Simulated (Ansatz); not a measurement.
Amorphous In9Ga9Zn9O41Nb2, 70 atoms at 5.77 g/cm³, one PBE-relaxed geometry, zone centre. Methods: PBE, scalar-relativistic without spin-orbit coupling (Ansatz, a first-principles code); r2SCAN, scalar-relativistic without spin-orbit coupling (Ansatz); HSE06, scalar-relativistic without spin-orbit coupling (Ansatz). Plane waves to 420 eV (r2SCAN 500 eV); exact exchange is cut at the cell's faces. All rungs ran without spin polarisation.

Preparation: random packing, a CHGNet melt and quench, and a DFT relaxation. O atoms were pushed apart under 1.9 Å during the dynamics, to hinder bonds among them. The hot cell started wider than the set density and was brought back towards it in steps. It is the lowest in DFT energy of 2 quenches. It is a model cell: composition and starting density were chosen by hand, and all elements were melted together. No dispersion term was used. Its density started from a set value of 5.77 and ended at 5.77 g/cm³. The quench (nominally 260 K/ps over its main leg) was far faster than any real one, so the model tends to hold more defects than a real film. One small periodic cell is one sample of the glass; other quenches scatter about these values. The volume was held where the preparation left it and the shape relaxed, at a PBE pressure of 0.3 GPa.

The relaxation ran on the zone centre alone. At PBE the gap is 1.13 eV on a 2×2×2 Γ-centred mesh, and the spacing at the zone centre alone 1.14 eV.

### Question
What zone-centre spacing does r2SCAN give, roughly?

### Answer
1.59 eV (+0.45 eV against PBE).

### Question
What zone-centre spacing does HSE06 give, roughly?

### Answer
2.70 eV (+1.56 eV against PBE).

The highest filled and the lowest empty state spread over these numbers of atoms (participation numbers): PBE: 14.9 and 58.2; r2SCAN: 14.0 and 56.7; HSE06: 14.0 and 55.7.
